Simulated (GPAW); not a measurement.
## Equation of state of rutile-structure SiO2 (space group 136): energy against volume (GPAW, PBEsol)

```yaml
crystal:
  lattice:
    - [4.05863, 0.00000, 0.00000]
    - [0.00000, 4.05863, 0.00000]
    - [0.00000, 0.00000, 2.59248]
  atoms:
    - { symbol: Si, position: [0.00000, 0.00000, 0.00000] }
    - { symbol: Si, position: [0.50000, 0.50000, 0.50000] }
    - { symbol: O, position: [0.30600, 0.30600, 0.00000] }
    - { symbol: O, position: [0.80600, 0.19400, 0.50000] }
    - { symbol: O, position: [0.19400, 0.80600, 0.50000] }
    - { symbol: O, position: [0.69400, 0.69400, 0.00000] }
```

Computed with PBEsol, GPAW PAW datasets PBEsol (made by gpaw-setup) (plane waves; GPAW). Settings: mode = pw; ecut = 1040 eV; xc = PBEsol; kpts = 8 8 12; mesh shift (steps) = 0 0 0; occupations.name = fermi-dirac; occupations.width = 0.01 eV; nbands = -6; convergence.forces = 0.001 eV/Å; convergence.bands = -4; symmetry.symmorphic = false; symmetry.tolerance = 0.0005; maxiter = 100. The cell above is the first row's. The rows scale it uniformly. In all rows fractional positions and the k mesh are held. E is the free energy at the stated smearing, counted from the lowest row.

```
V (Å^3/atom)  E (meV/atom)
------------  ------------
7.1174                   ?
7.2722               68.40
7.4269               39.40
7.5816               18.86
7.7363                5.98
7.8911                0.00
8.0458                0.29
8.2005                6.18
8.3553               17.15
```

Q: Fit E against V with the third-order Birch-Murnaghan form, a cubic in V^(-2/3), and predict the withheld value at V = 7.1174.

A: With u = V^(-2/3) - 0.254, the rows have u = 0.012413, 0.008701, 0.005115, 0.001649, -0.001705, -0.004950, -0.008092, -0.011139. Least squares gives E = 2.254 + 1795.66·u + 282896·u² + 142472·u³. Residuals (row less fit): -0.005, 0.011, 0.001, -0.005, -0.014, 0.010, 0.008, -0.006; standard error 0.012 (degrees of freedom: 4). Its minimum lies at u = -0.003181, so V0 = (0.250819)^(-3/2) = 7.961. There d²E/du² = 563100 and d³E/du³ = 854800, so B0 = (4/9) × 7.961^(-7/3) × 563100 × 0.160218 = 317 GPa (the last factor turns the table's units into GPa), and B0' = 4 + (2/3) × 0.250819 × (854800)/563100 = 4.3. The program's pressures in the fitted runs (not shown) pass through zero at V = 7.96, 0.01 % from this V0. At the withheld row, u = 0.016262, so E = 2.254 + 1795.66 × 0.016262 + 282896 × 0.016262² + 142472 × 0.016262³ = 106.880 meV/atom. The calculation gives 106.79 meV/atom, 0.090 meV/atom below the prediction (0.1 % of the range of E in the table). The row lies outside the fitted rows, so this is an extrapolation. From the scatter of the fitted rows alone, a prediction at this place has a standard error of 0.035 meV/atom, so the miss is 2.5 times that.

Carrying the step between the two nearest rows on in a straight line would have given 97.42, off by 9.37; series whose last step already gives the withheld value aren't shown. The scan was laid around a cell of about the measured size, scaled by a guess for this functional; axis ratios and inner coordinates come from that cell. This is stishovite, a high-pressure phase. The runs keep the symmetry of the cell, so they don't test it for distortions. The shape of the cell and the inner coordinates aren't relaxed, so V0 and B0 belong to this uniform scaling; a relaxed crystal lies no higher in energy and is usually softer (forces reach 0.86 eV/Å in these rows). Cutoffs and mesh are single choices, not tested for convergence of this quantity. Series with a scatter that would blur these digits, or in which a gap closes, are not shown. Nor are scans whose minimum lies at an end fitted in this form.
